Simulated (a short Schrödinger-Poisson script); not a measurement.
Structure: MOS inversion layer, Si3N4 on p-type Si(110), at 300 K.

| layer | material | thickness (nm) | Na (cm⁻³) |
|---|---|---|---|
| 1 | Si3N4 | 2.2 | - |
| 2 | Si | 1300 | 1.1e17 |

The device is made up for the run: typed textbook-type constants, with dimensions and the other settings drawn at random. Si3N4: permittivity 7.5, conduction-band edge (eV) 1.95, gap (eV) 5.1, electron mass (mₑ) 0.5. Si: permittivity 11.7, conduction-band edge (eV) 0, gap (eV) 1.124, Nv at 300 K (cm⁻³) 3.1e19.

Channel valleys (confinement mass, in-plane density-of-states mass, number): Δ4 0.315, 0.324, 4; Δ2 0.19, 0.417, 2. At the gate the conduction-band edge of layer 1 lies 2.07 eV − eVg above the Fermi level of the channel; the field vanishes at the back. Gaps are held at their typed values at every temperature. Mesh 0.03 nm at interfaces.

From a short Schrödinger-Poisson script (our own, NumPy): 1D Poisson equation in equilibrium, electrons quantum, Hartree (BenDaniel-Duke, 12 states a valley, the channel's in-plane mass for all, wave functions free to enter the dielectric), parabolic valleys, classical holes, full ionisation, no traps, pinning or gate leakage.

The same stack at other levels of the model or other numerical settings:

```
run                                          sheet density of all electrons at Vg = 0.9 V (cm⁻²)  sheet density of all electrons at Vg = 0.3 V (cm⁻²)  capacitance at Vg = 0.9 V (μF/cm²)  centroid of the channel electrons at Vg = 0.9 V (nm)  rough cost against the base
-------------------------------------------  ---------------------------------------------------  ---------------------------------------------------  ----------------------------------  ----------------------------------------------------  ---------------------------
base                                                                                     9.15e12                                              1.43e12                                2.27                                                  1.71                      about 1
electrons treated as classical, Boltzmann                                                    ___                                                  ___                                2.80                                                   ___                         0.02
electrons treated as classical, Fermi-Dirac                                              1.13e13                                              2.14e12                                2.56                                                  0.75                          0.1
mesh six times as coarse                                                                 9.10e12                                              1.42e12                                2.26                                                  1.73                          0.2
one subband a valley                                                                     9.14e12                                              1.42e12                                2.27                                                  1.65                          0.5
```

Problem. Fill in the missing entries.

Solution. 
- electrons treated as classical, Boltzmann, sheet density of all electrons at Vg = 0.3 V (cm⁻²): 2.20e12
- electrons treated as classical, Boltzmann, sheet density of all electrons at Vg = 0.9 V (cm⁻²): 1.21e13
- electrons treated as classical, Boltzmann, centroid of the channel electrons at Vg = 0.9 V (nm): 0.53

The classical rows ignore confinement, and Boltzmann statistics overrate the density once the band edge passes the Fermi level.
